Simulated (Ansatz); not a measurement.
## How far PBE-D3(BJ) and PBEsol-D3(BJ) part for MoS2, pressure 7 GPa

The reference is MoS2 in the 2H-MoS2 type structure (space group P6_3/mmc, No. 194; a = 3.1494 Å, c = 12.0915 Å; layered, stacked along the Cartesian z axis).

(Cell as relaxed with PBE-D3(BJ).)

Levels (all Ansatz, a first-principles code, PAW, earlier PAW set): PBE-D3(BJ) (420 eV, no SOC); PBEsol-D3(BJ) (420 eV, scalar-relativistic without spin-orbit coupling).

Each level relaxes its own structure.

| base | PBE-D3(BJ) | PBEsol-D3(BJ) |
|---|---|---|
| volume per atom | 17.31 Å³ | 16.34 Å³ |
| lattice parameter a | 3.149 Å | 3.109 Å |
| band gap | 0.78 eV | 0.52 eV |

Modification: cell and atoms relaxed at a pressure of 7 GPa.

| quantity | PBE-D3(BJ) | PBEsol-D3(BJ) |
|---|---|---|
| smallest direct gap | 1.83 eV | ___ |
| volume per atom | 15.78 Å³ | ___ |
| mean gap deformation potential ΔEg/Δln V | +4.2 eV | ___ |
| shift of the gap caused by the change | -0.39 eV | ___ |

**Question.** What does PBEsol-D3(BJ) give?

**Answer.** 
- smallest direct gap, PBEsol-D3(BJ): 1.58 eV
- volume per atom, PBEsol-D3(BJ): 15.16 Å³
- mean gap deformation potential ΔEg/Δln V, PBEsol-D3(BJ): +4.6 eV
- shift of the gap caused by the change, PBEsol-D3(BJ): -0.34 eV

PBE-D3(BJ)'s smallest direct gap lies 0.25 eV above PBEsol-D3(BJ)'s; PBE-D3(BJ)'s volume per atom lies 0.62 Å³ above PBEsol-D3(BJ)'s (4.1 %); PBE-D3(BJ)'s mean gap deformation potential ΔEg/Δln V lies 0.34 eV below PBEsol-D3(BJ)'s; PBE-D3(BJ)'s shift of the gap caused by the change lies 0.05 eV below PBEsol-D3(BJ)'s. Neither level is exact; PBEsol-D3(BJ) is the comparison here, not a measurement.

Load acts through the strain it causes; cell and atoms are relaxed under it. Stability against distortions was not tested. No other phases were tried under pressure. A zero or small gap of MoS2 under pressure 7 GPa can be the functional's error rather than a property of the material.
